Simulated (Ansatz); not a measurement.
Given:

```
CELL_PARAMETERS angstrom
      0.00000     3.40991     3.40991
      3.40991     0.00000     3.40991
      3.40991     3.40991     0.00000
ATOMIC_POSITIONS crystal
  Sr 0.00000 0.00000 0.00000
  Te 0.50000 0.50000 0.50000
```

No spin polarisation.

The values are results of PBE (Ansatz, a program for electronic structure; PAW; 420 eV plane waves; without spin-orbit coupling), not measurements. Γ-centred 9×9×9 mesh, Fermi–Dirac width 0.05 eV.

**Question.** Predict the smallest direct gap, space group and band gap.

**Answer.** The smallest direct gap is 2.56 eV, the space group is Fm-3m (No. 225) and the band gap comes out as 1.89 eV.

With Te present, leaving out spin-orbit coupling can change the band edges. The cells carry an imposed strain or load. No phonon test of stability was made. The cell was made from SrTe in the rock salt structure (space group Fm-3m, No. 225) by this change: isotropic strain +1.50 %.
